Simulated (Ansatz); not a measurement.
Input and output of a self-consistent single point for Ba₄As₂O (I4mm, 7 atoms in the cell) (Ansatz, a quantum-chemistry and plane-wave program).

Method of the run: LDA (PW92), default PAW files made with PBE (plane waves; Ansatz).

The change in words: 1 x 1 x 1 supercell, one As atom moved by 0.02 angstrom along z; scf.occupations.method: fixed → fermi_dirac; scf.occupations.width: default → 0.05 eV. Reference geometry:
```
CELL_PARAMETERS angstrom
     -2.59327     2.59327     8.67609
      2.59327    -2.59327     8.67609
      2.59327     2.59327    -8.67609
ATOMIC_POSITIONS crystal
  Ba 0.67539 0.67539 0.00000
  Ba 0.32461 0.32461 0.00000
  Ba 0.50000 0.00000 0.50000
  Ba 0.00000 0.50000 0.50000
  As 0.86438 0.86438 0.00000
  As 0.13562 0.13562 0.00000
  O  0.50000 0.50000 0.00000
```

Reference input (self-consistent single point, DFT, LDA (PW92), plane waves, default PAW files made with PBE): basis.ecutwfc = 420 eV; kpoints.mp_grid.grid = 5 5 5; hamiltonian.xc = lda; hamiltonian.pseudopotentials = {kind: paw} (the program's default PAW files); scf.occupations.method = fixed. This run's input differs from it in these lines:

Ansatz 0.2 input:
```diff
@@ -11,3 +11,3 @@
     - { symbol: As, position: [0.86438000, 0.86438000, 0.00000000] }
-    - { symbol: As, position: [0.13562000, 0.13562000, 0.00000000] }
+    - { symbol: As, position: [0.13677300, 0.13677300, 0.00000000] }
     - { symbol: O, position: [0.50000000, 0.50000000, 0.00000000] }
@@ -21,3 +21,3 @@
 scf:
-  occupations: { method: fixed }
+  occupations: { method: fermi_dirac, width: 0.05 }
 output:
```

Output (repeated stretches shortened):

```
SCF iter   1: F=—  HF=-33229.325223 eV  |F-HF|=—  |Δ(HF+E_count)|=         —  Δρ=6.88e-3  dr2=1.10e-1  ethr=1.77e-3  ⟨swp⟩=10.7  Hψ=4414  notcnv=0
all-band conjugate gradients solve this SCF's bands
preconditioner: auto → Resta (q_TF=auto, 2.263 Å⁻¹)
SCF iter   2: F=—  HF=-33229.307572 eV  |F-HF|=—  |Δ(HF+E_count)|=   1.77e-2  Δρ=4.18e-3  dr2=2.80e-2  ethr=1.44e-4  ⟨swp⟩=2.6  Hψ=1547  notcnv=0  defer=22
   [... lines left out ...]
SCF iter   4: F=—  HF=-33229.301631 eV  |F-HF|=—  |Δ(HF+E_count)|=   4.76e-4  Δρ=3.09e-4  dr2=2.29e-4  ethr=4.34e-6  ⟨swp⟩=2.8  Hψ=1275  notcnv=0  defer=22
SCF iter   5: F=—  HF=-33229.301619 eV  |F-HF|=—  |Δ(HF+E_count)|=   1.24e-5  Δρ=5.61e-5  dr2=1.22e-5  ethr=3.01e-7  ⟨swp⟩=2.1  Hψ=1361  notcnv=0  defer=22
SCF iter   6: F=—  HF=-33229.301714 eV  |F-HF|=—  |Δ(HF+E_count)|=   9.56e-5  Δρ=1.38e-5  dr2=5.64e-7  ethr=1.61e-8  ⟨swp⟩=2.1  Hψ=1292  notcnv=0  defer=22
SCF iter   7: F=-33229.301714 eV  HF=-33229.301714 eV  |F-HF|=4.05e-8  |Δ(HF+E_count)|=   2.00e-7  Δρ=3.33e-6  dr2=5.09e-8  ethr=1.32e-10  ⟨swp⟩=10.9  Hψ=4324  notcnv=0
SCF 1 converged in 7 iterations: F = -33229.301714 eV  dr2 = 5.09e-8
Free energy (F): -33229.301714 eV
Internal energy: -33229.301651 eV  (E = F + TS)
E sigma→0 (E₀):  -33229.301683 eV
Entropy (-TS):   -0.000064 eV (-0.009 meV/atom)
Fermi energy:    7.979151 eV
--- Forces (eV/Å), atoms counted from 1 ---
  atom   1  Ba    -0.00000000     0.00000000    -0.03635204
  atom   2  Ba     0.00000000     0.00000000     0.06922475
  atom   3  Ba     0.00000000     0.00000000     0.00398152
  atom   4  Ba     0.00000000     0.00000000     0.00398152
  atom   5  As    -0.00000000    -0.00000000     0.06749059
  atom   6  As     0.00000000     0.00000000    -0.11865946
  atom   7  O     -0.00000000    -0.00000000     0.01034589
--- Stress (GPa, compression-positive) ---
       -3.330451      -0.000000      -0.000000
       -0.000000      -3.330451       0.000000
       -0.000000      -0.000000      -3.080030
  P = ⅓ Tr σ = -3.2470 GPa (-32.470 kbar)
  The stress holds the Pulay correction. Without it, at fixed plane waves, as pw.x and ABINIT print it: P = -3.3239 GPa
```

The run converged in 7 iterations. Against the reference run the free energy stays essentially unchanged (within 1 meV/atom), the pressure hardly changes (-3.24 to -3.25 GPa), the largest force goes from 0.051 to 0.119 eV/Å and the gap on the mesh moves little (0.649 to 0.654 eV).

The starting cell comes from a database of computed structures (which also holds hypothetical and non-ambient phases and stackings), without a prior relaxation at this level. Its lattice was rescaled by up to half a per cent. For this run, on top of that: 1 x 1 x 1 supercell, one As atom moved by 0.02 angstrom along z. With a pressure of about -3 GPa the cell is away from its equilibrium volume at this level. Ansatz's pressure includes its estimate of the finite-basis (Pulay) stress.
